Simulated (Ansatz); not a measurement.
Pressure series in AlRu

Consider AlRu in the CsCl type structure (space group Pm-3m, No. 221; a = 2.983 Å).

Cell and atoms are relaxed at each pressure.

Computed with r2SCAN/PAW in Ansatz (a first-principles code), spin-orbit coupling left out.

| pressure (GPa) | volume per atom (Å³/atom) |
|---|---|
| -2 | 13.389 |
| -1 | 13.326 |
| 0 | 13.265 |
| 0.3 | 13.247 |
| 0.7 | 13.224 |
| 3 | 13.092 |
| 5 | 12.982 |
| 7.5 | ? |
| 10 | 12.728 |

Fit the third-order Birch–Murnaghan form P(V) = (3B₀/2)[(V₀/V)^(7/3) − (V₀/V)^(5/3)]·[1 + (3/4)(B₀′ − 4)((V₀/V)^(2/3) − 1)] (squares taken in P) to the rows shown and predict the withheld row.

Least squares on the printed values gives V₀ = 13.265 Å³/atom, B₀ = 221 GPa, B₀′ = 4.4; this predicts 12.852 Å³/atom, and the run gives 12.852 Å³/atom, in agreement.

Load acts through the strain it causes; cell and atoms are relaxed under it. No phonon test of stability was made. No other phases were tried under pressure. All final runs are without spin polarisation.
